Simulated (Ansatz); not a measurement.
Ansatz (a first-principles code), DFT, PBE, plane waves, its default PAW files: cubic perovskite SrTiO3, atoms displaced (Sr8Ti8O24), 40 atoms. Basis and mesh were picked for this test and aren't claimed converged.

```yaml
cell: 7.81, 7.81, 7.81 Å; 90, 90, 90°
distance_to_the_nearest_atom: 1.87 to 2.71 Å
task: single point
k mesh: 2×2×2
hamiltonian.xc: pbe
kind_of_files: paw
scf.occupations.method: fixed
output.forces: true
memory maximum (--max-ram): 200GiB
accuracy: medium (default)
basis.precision: auto (default)
basis.xc_grid: 2 (default)
scf.mixing.algorithm: auto (default)
scf.mixing.preconditioner: auto (default)
scf.convergence.dr2_threshold: 4.7638e-07 (default)
scf.lower_state_search: light (default)
k-points after symmetry: 8
bands_at_the_start: 200
electrons: 320
plane waves at Γ: 9315
cutoff (eV): 420
FFT grid: 54×54×54
symmetry_operations: 1
```

It runs on a single node (Arm Neoverse V2, 96 cores on 1 socket, no SMT, 1 L3 cache group).

Times are wall-clock medians of two to five runs, from launch to exit, with nothing else on the machine. Processes are pinned to neighbouring cores unless said otherwise. The times hold for this build (release build for Arm (Neoverse V2), one process with threads). Scratch files lie in a memory file system.

All on 16 threads. Base settings, kept where nothing else is said: scf.eigensolver.kind = auto (default), scf.eigensolver.mixed_precision = false (default), scf.eigensolver.cushion = auto (default), scf.eigensolver.full_accuracy = false (default), scf.algorithm = auto (default) (scf.eigensolver.max_subspace_factor, scf.eigensolver.real_solve not set). The settings tried:
- scf.algorithm = direct_min
- scf.algorithm = density_mixing
- scf.eigensolver.kind = davidson, scf.eigensolver.max_subspace_factor = 2
- scf.eigensolver.kind = davidson
- scf.eigensolver.mixed_precision = true
- scf.eigensolver.kind = davidson, scf.eigensolver.mixed_precision = true
- scf.eigensolver.kind = davidson, scf.eigensolver.max_subspace_factor = 6
- scf.eigensolver.kind = davidson, scf.eigensolver.cushion = false
- the base settings
- scf.eigensolver.full_accuracy = true
- scf.eigensolver.real_solve = false

**Question.** Which of them ends in the fewest applications of H to a band, and which in the least time?

**Answer.** Fewest applications of H to a band, with those close behind: the base settings (24645); scf.algorithm = density_mixing (24645); scf.eigensolver.real_solve = false (24798). Shortest time: the base settings, 3.0 s; level within 8 % or the scatter of repeats: scf.algorithm = density_mixing. All converged. In the base run the program took: scf.mixing.algorithm MSR1, scf.mixing.preconditioner Resta, scf.eigensolver.kind band_cg, --slots 7, --kpoint-pools 1.

```csv
setting,applications of H to a band,SCF iterations,wall time
the base settings,24645,7,3.0 s
scf.algorithm = density_mixing,24645,7,3.0 s
"scf.eigensolver.kind = davidson, scf.eigensolver.max_subspace_factor = 2",43810,7,5.8 s
scf.eigensolver.real_solve = false,24798,7,6.3 s
"scf.eigensolver.kind = davidson, scf.eigensolver.max_subspace_factor = 6",39486,7,7.0 s
"scf.eigensolver.kind = davidson, scf.eigensolver.cushion = false",40240,7,7.0 s
scf.eigensolver.kind = davidson,41432,7,7.1 s
scf.eigensolver.full_accuracy = true,77897,7,9.5 s
scf.algorithm = direct_min,87988,7,33 s
"scf.eigensolver.kind = davidson, scf.eigensolver.mixed_precision = true",41495,7,39 s
scf.eigensolver.mixed_precision = true,41495,7,39 s
```

Keys are those of Ansatz 0.2.
